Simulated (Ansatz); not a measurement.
## SnO2 under a change: uniaxial strain ε_xx = −2.40 %

Consider SnO₂ in the rutile structure (space group P4_2/mnm, No. 136; a = 4.769 Å, c = 3.212 Å). Axes: x, y, z lie along a, b, c of the conventional cell.

Modification: uniaxial strain ε_xx = −2.40 %, all other strain components held at zero, atoms relaxed at fixed cell.

All numbers come from plane-wave PAW DFT at the PBEsol level (Ansatz, an electronic-structure program, 420 eV), no SOC. k-mesh 7×7×10 (Γ-centred); smearing 0.05 eV (Fermi–Dirac).

```tsv
quantity	base	changed	shift
volume per atom	12.18 Å³	11.88 Å³	-0.292 Å³
space group	P4_2/mnm (No. 136)	Pnnm (No. 58)	–
energy relative to the base (free energy F)	0 meV/atom	+5.1 meV/atom	+5.1 meV/atom
pressure (mean of the normal stresses, compression positive)	0.00 GPa	4.54 GPa	+4.54 GPa
band gap	0.92 eV	1.17 eV	+0.25 eV
gap character	direct at Γ	direct at Γ	–
electron mass	0.17 mₑ along c, 0.19 mₑ across (at Γ)	0.18 mₑ along z, 0.20 mₑ across (at Γ)	–
hole mass	1.7 mₑ along c, 1.3 mₑ across (at Γ)	1.1 mₑ along y, 1.8 mₑ across (at Γ)	–
valence-band top at Γ (three highest levels, from the VBM)	0.00, -0.77, -0.77 eV	0.00, -0.70, -0.81 eV	–
largest internal atomic displacement	–	0.036 Å	–
stress (xx, yy, zz, yz, xz, xy; compression positive)	–	(5.71, 4.28, 3.63, 0.00, 0.00, 0.00) GPa	–
```

Final structure:

```
SnO2
1.0
    4.65472     0.00000     0.00000
    0.00000     4.76918     0.00000
    0.00000     0.00000     3.21200
Sn O
2 4
Cartesian
  0.00000   0.00000   0.00000
  2.32736   2.38459   1.60600
  1.39907   1.48535   0.00000
  3.72643   0.89924   1.60600
  0.92829   3.86994   1.60600
  3.25565   3.28383   0.00000
```

Cost of the whole job for the changed cell (relaxation, final SCF and bands): around 70 core-seconds (rough).

Effective masses come from finite differences of ±0.01 Å⁻¹. Stability against distortions was not tested. Labels are those of the standard path for the cell's own space group.
